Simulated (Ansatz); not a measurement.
**Short convergence ladders for YZnCuP₂ (P3m1, 5 atoms in the cell)**

```yaml
crystal:
  lattice:
    - [3.97527, 0.00000, 0.00000]
    - [-1.98763, 3.44268, 0.00000]
    - [0.00000, 0.00000, 6.56420]
  atoms:
    - { symbol: Y, position: [0.33333, 0.66667, 0.99216] }
    - { symbol: Zn, position: [0.00000, 0.00000, 0.37651] }
    - { symbol: Cu, position: [0.66667, 0.33333, 0.63951] }
    - { symbol: P, position: [0.66667, 0.33333, 0.25670] }
    - { symbol: P, position: [0.00000, 0.00000, 0.74274] }
```

Base method: LDA (PW92), default PAW files made with PBE (plane waves; Ansatz, a program for electronic structure).

Base settings: basis.ecutwfc = 420 eV; kpoints.mp_grid.grid = 7 7 4; hamiltonian.xc = lda; hamiltonian.pseudopotentials = {kind: paw} (the program's default PAW files); scf.occupations.method = gaussian; scf.occupations.width = 0.1 eV.

The count of work is k-points × plane waves × bands × iterations; it is no time. Core times come from one kind of shared machine, to one figure; runs under 30 s give none.

**The cutoff for other potential files**

Level: DFT, LDA (PW92), plane waves, harder PAW files (source: ansatz) made with PBE.

In this ladder: hamiltonian.pseudopotentials = {kind: paw, source: ansatz}.

The second cell is the first with its lattice scaled by 0.98.

The mesh stays at the base's, so the ladder's end is converged at best in this setting alone.

The first pressure column holds Ansatz's estimate of the finite-basis (Pulay) stress, which hides part of the cutoff error; the other is without it.

Only quantities that move along the ladder and can be compared are tabulated.

```csv
basis.ecutwfc,free energy less the last step's (meV/atom),energy of the compressed cell less the first (meV/atom),pressure (GPa),pressure without the Pulay estimate (GPa),largest difference of a force vector from the last step's (eV/Å),count of work / last
315 eV,8510.32,-52.47,-7.16,-389.68,0.185,0.11
385 eV,1541.39,-29.15,-7.04,-95.49,0.111,0.14
490 eV,92.50,-30.34,-7.18,-14.93,0.015,0.21
595 eV,4.26,-30.24,-7.24,-7.62,0.001,0.28
700 eV,1.29,-30.30,-7.25,-7.26,0.000,0.36
840 eV,0.98,-30.30,-7.25,-7.26,0.000,0.47
1050 eV,0.30,-30.31,-7.25,-7.26,0.000,0.65
1400 eV,0.00,-30.31,-7.25,-7.25,0.000,1.0
```

Coarsest basis.ecutwfc that holds the free energy within 2 meV/atom of the last step, with all finer ones: 700 eV, at 0.36 of the last step's count of work; the step before is off by 4.3 meV/atom.

Coarsest basis.ecutwfc that holds the pressure without the Pulay estimate within 0.2 GPa of the last step, with all finer ones: 700 eV, at 0.36 of the last step's count of work; the step before is off by 0.37 GPa.

Coarsest basis.ecutwfc that holds the energy of the compressed cell less the first within 0.2 meV/atom of the last step, with all finer ones: 490 eV, at 0.21 of the last step's count of work; the step before is off by 1.2 meV/atom.

The energy difference between the two cells stays within 1 meV/atom of the last step's from 490 eV on, the total only from 840 eV on: much of the error is common to both cells and cancels.

At the lowest cutoff the pressure without the Pulay estimate lies 382 GPa under the last step's, the usual sign of Pulay stress in an incomplete plane-wave basis.

**The density cutoff**

The mesh stays at the base's, so the ladder's end is converged at best in this setting alone.

Only quantities that move along the ladder and can be compared are tabulated.

| basis.ecutrho_ratio | free energy less the last step's (meV/atom) | pressure (GPa) |
|---|---|---|
| 2 | -5.47 | -6.95 |
| 3 | -0.10 | -7.25 |
| 4 | 0.00 | -7.26 |
| 5 | 0.00 | -7.26 |
| 6 | 0.00 | -7.26 |
| 8 | 0.00 | -7.26 |
| 10 | 0.00 | -7.26 |
| 12 | 0.00 | -7.26 |
| 16 | 0.00 | -7.26 |

Coarsest basis.ecutrho_ratio that holds the pressure within 0.1 GPa of the last step, with all finer ones: 3; the step before is off by 0.31 GPa.

Coarsest basis.ecutrho_ratio that holds the free energy within 5 meV/atom of the last step, with all finer ones: 3; the step before is off by 5.5 meV/atom.

**The relaxed cell against the cutoff**

On YZnCuP2 (P3m1, 5 atoms in the cell): atoms on their sites.

In this ladder: relax = cell and atoms.

The mesh stays at the base's, so the ladder's end is converged at best in this setting alone.

Only quantities that move along the ladder and can be compared are tabulated.

| basis.ecutwfc | relaxed volume (Å³/atom) | relaxation steps | core time / last (rough) |
|---|---|---|---|
| 250 eV | 16.891 | 30 | 1.0 |
| 295 eV | 16.728 | 17 | 0.7 |
| 355 eV | 16.685 | 9 | 0.5 |
| 420 eV | 16.681 | 7 | 0.5 |
| 505 eV | 16.679 | 7 | 0.6 |
| 630 eV | 16.678 | 7 | 0.7 |
| 840 eV | 16.678 | 7 | 1 |

Coarsest basis.ecutwfc that holds the relaxed volume within 0.017 Å³/atom of the last step, with all finer ones: 355 eV; the step before is off by 0.050 Å³/atom.

At the lowest cutoff the cell relaxes to a volume 1.3 % larger than at the highest. Ansatz relaxes on a stress corrected for the finite basis.

On the base run: the starting cell comes from a database of computed structures (which also holds hypothetical and non-ambient phases and stackings), without a prior relaxation at this level. Its lattice was rescaled by up to half a per cent. One atom was moved a little off its site on purpose. Spin polarisation is off.

Left out of this page: 1 run of the series stopped by limits of time or memory.

Keys are those of Ansatz 0.2.
